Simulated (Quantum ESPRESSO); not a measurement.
**Variants of one calculation on Sr2Zn2As3 (C2/m, 14 atoms in the cell)**

Sr$_{2}$Zn$_{2}$As$_{3}$ has the monoclinic space group C2/m (No. 12), Pearson symbol mS28. Lattice parameters: a = 16.2120 Å, b = 4.2754 Å, c = 11.9550 Å, α = γ = 90.00°, β = 126.27°. Sr1 on 4i is surrounded by 6 As at 3.081–3.139 Å (octahedral). Sr2 on 4i sees 7 As at 3.174–3.313 Å and 1 As at 4.003 Å and 3 Zn at 3.373–3.423 Å. Zn1 on 4i is coordinated by 4 As at 2.530–2.668 Å and 2 Sr at 3.373 Å. Zn2 on 4i sees 4 As at 2.535–2.677 Å and 1 Sr at 3.423 Å. As1 on 4i is coordinated by 1 As at 2.496 Å and 1 Zn at 2.668 Å and 6 Sr at 3.139–3.313 Å. As2 on 4i is coordinated by 3 Zn at 2.530–2.560 Å and 4 Sr at 3.086–3.219 Å. As3 on 4i is surrounded by 4 Zn at 2.535–2.677 Å and 3 Sr at 3.081–3.109 Å and 1 Sr at 4.003 Å. (Neighbours: up to the widest gap in distance over summed covalent radii, below 1.35, at either atom; cation-cation and far metal-metal contacts left out.)
(The calculation used a cell of 14 atoms; values per cell refer to that cell.)

Base run A: Quantum ESPRESSO with LDA (PZ), PSlibrary PAW (LDA) pseudopotentials, self-consistent single point.

Its settings: ecutwfc = 50 Ry; ecutrho = 350 Ry; occupations = smearing; smearing = marzari-vanderbilt; degauss = 0.0036749 Ry; K_POINTS = automatic 5 5 2 0 0 0; conv_thr = 1e-10 Ry; mixing_beta = 0.7.

The starting cell comes from a database of published, mostly measured structures (it also holds non-ambient and calculated ones), without a prior relaxation at this level. In the base run, with a pressure of about -4 GPa the cell is away from its equilibrium volume at this level. The run gives no clean gap (levels at the Fermi energy touch, overlap or are partly filled at this smearing), which alone does not show that the compound is a metal.

ΔF is the free energy per atom less that of run A. 

Run A gave: pressure (GPa) -3.77; largest force (eV/Å) 0.210.

Runs:
- B: ecutrho = 100 Ry
- C: ecutrho = 150 Ry

Question: What does run B change against A?

Answer: The free energy goes down by 1.2 meV/atom, the pressure moves little (-3.77 to -3.68 GPa) and the largest force hardly changes (0.210 to 0.209 eV/Å).

```csv
run,ΔF (meV/atom),pressure (GPa),largest force (eV/Å)
A,0.00,-3.77,0.210
B,-1.20,-3.68,0.209
C,0.07,-3.77,0.210
```
